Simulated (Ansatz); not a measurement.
**A computed series for PtSe2: pressure series**

The parent structure is PtSe$_{2}$ in the CdI2 type structure (space group P-3m1, No. 164; a = 3.772 Å, c = 4.818 Å; layered).

Cell and atoms are relaxed at each pressure.

Computed with PBE-D3(BJ), PAW, 420 eV (Ansatz, a program for electronic structure; no spin-orbit coupling).

```json
[
 {"pressure (GPa)": "-1", "volume per atom (Å³/atom)": "20.187"},
 {"pressure (GPa)": "0", "volume per atom (Å³/atom)": "19.794"},
 {"pressure (GPa)": "0.3", "volume per atom (Å³/atom)": "19.693"},
 {"pressure (GPa)": "0.7", "volume per atom (Å³/atom)": "19.568"},
 {"pressure (GPa)": "1.5", "volume per atom (Å³/atom)": "19.340"},
 {"pressure (GPa)": "3", "volume per atom (Å³/atom)": "18.978"},
 {"pressure (GPa)": "5", "volume per atom (Å³/atom)": "?"},
 {"pressure (GPa)": "7.5", "volume per atom (Å³/atom)": "18.158"},
 {"pressure (GPa)": "10", "volume per atom (Å³/atom)": "17.794"}
]
```

**Question.** Fit the third-order Birch–Murnaghan form P(V) = (3B₀/2)[(V₀/V)^(7/3) − (V₀/V)^(5/3)]·[1 + (3/4)(B₀′ − 4)((V₀/V)^(2/3) − 1)] (squares taken in P) to the rows shown and predict the withheld row.

**Answer.** Least squares on the printed values gives V₀ = 19.797 Å³/atom, B₀ = 58.1 GPa, B₀′ = 9.5; this predicts 18.569 Å³/atom, and the run gives 18.578 Å³/atom, 0.009 higher.

Load acts through the strain it causes; cell and atoms are relaxed under it. Whether these cells are dynamically stable was not tested. No other phases were tried under pressure. The final runs are not spin-polarised.
